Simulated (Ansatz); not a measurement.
The parent structure is GaN in the wurtzite structure (space group P6_3mc, No. 186; a = 3.183 Å, c = 5.184 Å). Axes: x lies along a and z along c of the hexagonal cell.

All numbers come from r2SCAN/PAW in Ansatz (an electronic-structure program), no spin-orbit coupling, earlier PAW set.

Strains are applied to the cell and any free atomic positions relax.

One change was made to it. Results:

| quantity | base | after |
|---|---|---|
| valence-band top at Γ (three highest levels, from the VBM) | 0.00, 0.00, -0.04 eV | 0.00, 0.00, -0.04 eV |
| energy relative to the base (free energy F) | 0 meV/atom | +4.9 meV/atom |
| pressure (mean of the normal stresses, compression positive) | 0.00 GPa | 5.44 GPa |
| band gap | 2.35 eV | 2.53 eV |

**Question.** Which change produced these results?
A. strain tensor (xx, yy, zz, yz, xz, xy) = (+0.23, +1.33, +0.37, −0.29, −0.73, +0.68) %
B. isotropic strain −0.69 %
C. strain tensor (xx, yy, zz, yz, xz, xy) = (+2.48, −0.35, −0.67, −0.15, +0.86, +1.12) %
D. isotropic strain −0.87 %

**Answer.** D, isotropic strain −0.87 %. For comparison, the pressure in the other runs: strain tensor (xx, yy, zz, yz, xz, xy) = (+2.48, −0.35, −0.67, −0.15, +0.86, +1.12) % gives -2.73 GPa; strain tensor (xx, yy, zz, yz, xz, xy) = (+0.23, +1.33, +0.37, −0.29, −0.73, +0.68) % gives -3.61 GPa; isotropic strain −0.69 % gives 4.26 GPa.

Whether these cells are dynamically stable was not tested.
